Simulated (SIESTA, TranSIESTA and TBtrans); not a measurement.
## Ru chain with one W atom in place of Ru

Device: Ru chain with one W atom in place of Ru. Leads: straight Ru chain, spacing 2.25 Å. Geometry: as built, not relaxed.

Computed with TranSIESTA and TBtrans, PBE, DZP numerical orbitals (energy shift 0.15 eV), PseudoDojo norm-conserving scalar-relativistic potentials, mesh cutoff 200 Ry, 300 K, spin-polarised (collinear), no spin-orbit coupling; self-consistent non-equilibrium Green functions.

```
Item                                                           Value
-------------------------------------------------------------  -----
Conductance at 300 K (G0 = 2e²/h)                               4.20
Mean T from −0.5 to 0.5 eV                                      4.05
Spin polarisation of the conductance, (up − down)/(up + down)  -0.33
```

Energies count from the leads' Fermi level. Transmissions are for each spin. The energy step is 0.01 eV; narrower resonances are cut or missed.

| E (eV) | T up | T down | lead channels up | down |
|---|---|---|---|---|
| -2.00 | 2.54 | 2.83 | 3 | 3 |
| -1.90 | 2.08 | 2.89 | 3 | 3 |
| -1.80 | 2.01 | 2.89 | 3 | 3 |
| -1.70 | 3.00 | 2.88 | 5 | 3 |
| -1.60 | 3.19 | 2.87 | 6 | 3 |
| -1.50 | 3.25 | 2.86 | 6 | 3 |
| -1.40 | 3.35 | 2.85 | 6 | 3 |
| -1.30 | 3.48 | 2.84 | 6 | 3 |
| -1.20 | 3.62 | 2.83 | 6 | 3 |
| -1.10 | 3.74 | 2.94 | 6 | 4 |
| -1.00 | 3.72 | 3.10 | 6 | 4 |
| -0.90 | 3.54 | 3.17 | 6 | 4 |
| -0.80 | 3.33 | 3.24 | 6 | 4 |
| -0.70 | 3.20 | 3.31 | 6 | 4 |
| -0.60 | 3.11 | 3.89 | 6 | band edge |
| -0.50 | 3.06 | 4.21 | 6 | 6 |
| -0.40 | 2.97 | 4.71 | 4 | 6 |
| -0.30 | 2.93 | 5.23 | 4 | 6 |
| -0.20 | 2.89 | 5.50 | 4 | 6 |
| -0.10 | 2.85 | 5.58 | 4 | 6 |
| 0.00 | 2.80 | 5.61 | 4 | 6 |
| 0.10 | 2.75 | 5.61 | 4 | 6 |
| 0.20 | 2.70 | 5.57 | 4 | 6 |
| 0.30 | 2.64 | 5.44 | 4 | 6 |
| 0.40 | 2.59 | 5.27 | 4 | 6 |
| 0.50 | 2.53 | 5.20 | 4 | 6 |
| 0.60 | 2.46 | 5.35 | 4 | 6 |
| 0.70 | 2.39 | 5.56 | 4 | 6 |
| 0.80 | 2.31 | 3.57 | 4 | 4 |
| 0.90 | 2.22 | 3.53 | 4 | 4 |
| 1.00 | 2.10 | 3.49 | 4 | 4 |
| 1.10 | 1.94 | 3.44 | 4 | 4 |
| 1.20 | 1.79 | 3.38 | 3 | 4 |
| 1.30 | 1.70 | 3.31 | 3 | 4 |
| 1.40 | 1.57 | 3.22 | 3 | 4 |
| 1.50 | 1.38 | 3.13 | 3 | 4 |
| 1.60 | 1.07 | 3.01 | 3 | 4 |
| 1.70 | 0.49 | 2.88 | 3 | 4 |
| 1.80 | 0.0078 | 2.71 | 1 | 4 |
| 1.90 | 0.38 | 2.46 | 1 | 4 |
| 2.00 | 0.67 | 1.35 | 1 | 3 |

The magnetic order of the leads was set by the start, and no other order was tried; the separate lead runs end at 1.33 (left) and 1.33 (right) μB an atom. The straight chain is held at its spacing; free chains may zigzag or dimerise. Spin-orbit coupling, left out here, matters for the heavy atoms.
